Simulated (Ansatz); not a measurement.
Take Ir in the fcc (Cu type) structure (space group Fm-3m, No. 225; relaxed with 0.1 eV smearing) as the base.

```yaml
crystal:
  lattice:
    - [0.00000, 1.91555, 1.91555]
    - [1.91555, 0.00000, 1.91555]
    - [1.91555, 1.91555, 0.00000]
  atoms:
    - { symbol: Ir, position: [0.00000, 0.00000, 0.00000] }
```

Computed with Ansatz (a quantum-chemistry and plane-wave program), PBEsol, PAW, cutoff 420 eV, spin-orbit coupling left out.

Before the change:

```
Item       Result
--------  -------
Pressure  0.0 GPa
```

Modification: every lattice vector is stretched by 3.37 %; the atoms relax in the strained cell.

Task: What does the calculation give for the energy relative to the base after the change?

Result: The energy goes up by 151 meV/atom.

Task: What happens to the pressure?

Result: The pressure goes from zero to -29.7 GPa.

Stability against distortions was not tested. All final runs are without spin polarisation.
